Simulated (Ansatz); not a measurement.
# Pressure series in InP

The reference is InP in the zinc blende structure (space group F-43m, No. 216; a = 5.9595 Å).

Cell and atoms are relaxed at each pressure.

Computed with PBE (Ansatz, a program for electronic structure; PAW; 420 eV plane waves; scalar-relativistic without spin-orbit coupling).

Computed cases, in order: pressure −2 GPa; pressure −1 GPa; 0 GPa (base); pressure 3 GPa; pressure 7 GPa; pressure 15 GPa; pressure 30 GPa; pressure 50 GPa; pressure 75 GPa; pressure 100 GPa.

Task: Between which two neighbouring cases does the gap turn between direct and indirect?

Result: Between pressure 15 GPa (1.36 eV, direct at Γ) and pressure 30 GPa (1.30 eV, indirect, Γ → X). The whole series: pressure −2 GPa: 0.24 eV, direct at Γ; pressure −1 GPa: 0.35 eV, direct at Γ; 0 GPa (base): 0.44 eV, direct at Γ; pressure 3 GPa: 0.69 eV, direct at Γ; pressure 7 GPa: 0.96 eV, direct at Γ; pressure 15 GPa: 1.36 eV, direct at Γ; pressure 30 GPa: 1.30 eV, indirect, Γ → X; pressure 50 GPa: 1.05 eV, indirect, Γ → X; pressure 75 GPa: 0.79 eV, indirect, Γ → X; pressure 100 GPa: 0.57 eV, indirect, Γ → X.

Load acts through the strain it causes; cell and atoms are relaxed under it. Whether these cells are dynamically stable was not tested. Measured, InP leaves this structure (for rock salt) near 9.8 GPa (temperature not stated; as listed in Datta, Sujoy, Jana, Debnarayan, arXiv (2020)). A zero or small gap of InP under pressure −2 GPa can be the functional's error rather than a property of the material.
